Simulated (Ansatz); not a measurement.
Start from BeS in the zinc blende structure (space group F-43m, No. 216; a = 4.8685 Å).

Calculations: Ansatz (a program for electronic structure) r2SCAN, scalar-relativistic without spin-orbit coupling.

One change was made to it. Results:

The volume per atom goes up by 5.14 Å³ to 19.56 Å³; the band gap falls by 0.89 eV (3.59 eV → 2.70 eV).

Problem. Which of these changes matches the shifts?
A. S → Pd
B. Be → Zn
C. Be → Cu

Solution. B, Be → Zn. For comparison, the band gap in the other runs: S → Pd gives zero; Be → Cu gives zero.

Whether these cells are dynamically stable was not tested. As relaxed here, BePd is a hypothetical phase, not in the database extracts checked. For CuS in this form, whether it has been made was not checked. The final runs are not spin-polarised. An odd electron count without spin: CuS.
